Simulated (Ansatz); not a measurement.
Density of states of LaOF (P4/nmm) below the valence band maximum, PBEsol, rigid bands run with Ansatz (an electronic-structure program); cell volume 94.3 Å³.

```tsv
energy from edge (eV)	10⁻³ states/eV/cell
0.006	827
0.031	2120
0.056	3440
0.081	4820
0.106	4970
0.131	5190
0.156	5440
0.181	5770
0.206	6330
0.231	7710
0.256	7170
0.281	7130
0.319	7300
0.344	6300
0.369	5440
0.394	4040
0.419	3720
0.444	3490
0.469	3340
0.494	3220
0.519	3110
0.544	3030
0.569	2980
0.594	3760
```

### Question
What effective density of states at 300 K does this give (∫ g(E) exp(−E/k_BT) dE, both spins, divided by the cell's size)?

### Answer
5.0e20 cm⁻³, a density-of-states mass of 7.4 mₑ, valleys and band degeneracy included.

Spin-orbit coupling is left out; where it splits the top of the valence band, N_v and the p-type Seebeck coefficient come out somewhat high without it. Geometry: cell and atoms relaxed with PBEsol.

Computed structure with no diffraction record at hand here (it may be known, metastable or hypothetical): LaOF (P4/nmm).
